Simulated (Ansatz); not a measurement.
# β-phase InSe (model structure)

Computed with r²SCAN-D4 in Ansatz (PAW).

Cell: relaxed at this level.

For β-phase InSe (model structure), the interlayer binding energy is 12.8 meV/Å². The layer repeat distance comes out as 8.528 Å and the gap between the layers comes out as 3.214 Å.

Note: the relaxation could raise the start's symmetry but not lower it, so the cell can be a saddle point.

Spin–orbit coupling is not included.

Static lattice: no zero-point or thermal effects.

The result took very roughly 11 core-minutes.

A model structure was made by putting elements into a prototype or built by hand; it is no filed structure, need not be a known phase, and can be a saddle point held by its symmetry.

Ansatz is a first-principles code.
